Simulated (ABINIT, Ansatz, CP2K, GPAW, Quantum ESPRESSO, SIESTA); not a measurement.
Code comparison for GaSb3 (Fm-3m, 4 atoms in the cell)

Self-consistent single point.

```yaml
crystal:
  lattice:
    - [0.00000, 3.73060, 3.73060]
    - [3.73060, 0.00000, 3.73060]
    - [3.73060, 3.73060, 0.00000]
  atoms:
    - { symbol: Ga, position: [0.00000, 0.00000, 0.00000] }
    - { symbol: Sb, position: [0.25000, 0.25000, 0.25000] }
    - { symbol: Sb, position: [0.75000, 0.75000, 0.75000] }
    - { symbol: Sb, position: [0.50000, 0.50000, 0.50000] }
```

All programs got the same cell, k-point mesh and kind of occupations (in Ansatz's words: kpoints.mp_grid.grid = 9 9 9; scf.occupations.method = gaussian; scf.occupations.width = 0.136 eV); potentials, basis and cutoffs are each program's usual ones.

```csv
code,model,pressure (GPa),k-points,cutoff
GPAW,"PBEsol, GPAW PAW datasets PBEsol (made by gpaw-setup)",-3.31,35,600 eV
CP2K,"PBEsol, GPW, DZVP-MOLOPT-SR-GTH basis, GTH-PBE potentials (GTH_POTENTIALS)",-0.44,365,grid 600 Ry
ABINIT,"PBEsol, norm-conserving pseudopotentials (PseudoDojo nc-sr-04 PBEsol standard)",-3.12,35,1088 eV
SIESTA,"GGA PBEsol, numerical atomic orbitals TZP, PseudoDojo PBEsol standard norm-conserving potentials (rewritten from UPF to PSML)",-2.48,365,grid 400 Ry
Quantum ESPRESSO,"PBEsol, PseudoDojo standard norm-conserving (PBESOL) pseudopotentials",-3.12,35,80 Ry
Ansatz,"PBEsol, PAW files made with PBE",-3.00,35,default
```

No clean gap comes from GPAW, CP2K, ABINIT, SIESTA, Quantum ESPRESSO and Ansatz (a quantum-chemistry and plane-wave program): levels at the Fermi energy touch, overlap or are partly filled at this smearing.

The spread over the programs that give each value: pressure within 2.87 GPa.

The starting cell comes from a database of computed structures (which also holds hypothetical and non-ambient phases and stackings), without a prior relaxation at this level. On Ansatz's run: Spin-orbit coupling is off. The run gives no clean gap (levels at the Fermi energy touch, overlap or are partly filled at this smearing), which alone does not show that the compound is a metal.

**Question.** Why do the programs differ, and what cannot be compared?

**Answer.** Differences of this kind can come from the potentials, where these differ, and from what each basis and cutoff leave unconverged. The valence holds different numbers of electrons (GPAW 48, CP2K 28, ABINIT 58, SIESTA 58, Quantum ESPRESSO 58, Ansatz 58). The zero of total energies and Fermi levels follows the potentials and each program's conventions, so they are not compared here. CP2K and SIESTA use small atom-centred bases, whose incompleteness enters pressures, forces and empty levels differently from a plane-wave cutoff. Ansatz's pressure is given at a fixed set of plane waves, as the other plane-wave codes print theirs. The programs reduce the same mesh by symmetry to different extents, which changes the work and not the result. In the pressure, CP2K (by 2.68) lies more than 1 GPa from the median of the plane-wave programs.

Left out of this page: Elk and FLEUR (not drawn, or without a comparable value).

Keys are those of Ansatz 0.2.
